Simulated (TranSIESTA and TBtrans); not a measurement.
Run with TranSIESTA and TBtrans (open boundaries, self-consistent; PseudoDojo norm-conserving potentials, scalar-relativistic): PAO.BasisSize DZP, PAO.EnergyShift 0.15 eV, XC.Authors PBE, Mesh.Cutoff 200 Ry, ElectronicTemperature 300 K, TS.Voltage 0.0 eV, TBT.Elecs.Eta 0.001 eV, no spin polarisation.

Device: Si chain with one B atom in place of Si. Leads: straight Si chain, spacing 2.25 Å. Geometry: 3 atoms about the centre moved by SIESTA (PBE, DZP) to a largest force of 0.01 eV/Å, all others as built, motion along the axis alone.

Give the largest eigenchannel transmissions at the Fermi level (four at most) and the total.

0.77, 0.64, 0.64; total 2.05. The straight chain is held at its spacing; free chains may zigzag or dimerise. No spin-polarised start was tried, so a magnetic state, if there is one, is missed.
